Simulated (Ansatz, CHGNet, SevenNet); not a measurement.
Ge3N4 (P6₃/m, No. 176; cell taken from a computed entry): properties by level of theory

```tsv
level (code)	lattice constant a (Å)	lattice parameter c (Å)
CHGNet 0.3.0	8.104	3.141
SevenNet-0	8.122	3.117
SevenNet-l3i5	8.118	3.113
PBE (Ansatz)	8.130	3.114
PBE-D3(BJ) (Ansatz)	8.083	3.098
```

Caveats: the relaxation could not lower the start's symmetry, so the cell can be a saddle point above a distorted one (CHGNet 0.3.0, SevenNet-0, SevenNet-l3i5, PBE, PBE-D3(BJ)). Ansatz's density-functional and Hartree–Fock values are scalar-relativistic unless marked +SOC, with PAW data made under PBE.

Computed values are for the static lattice.

Ansatz is a program for electronic structure.
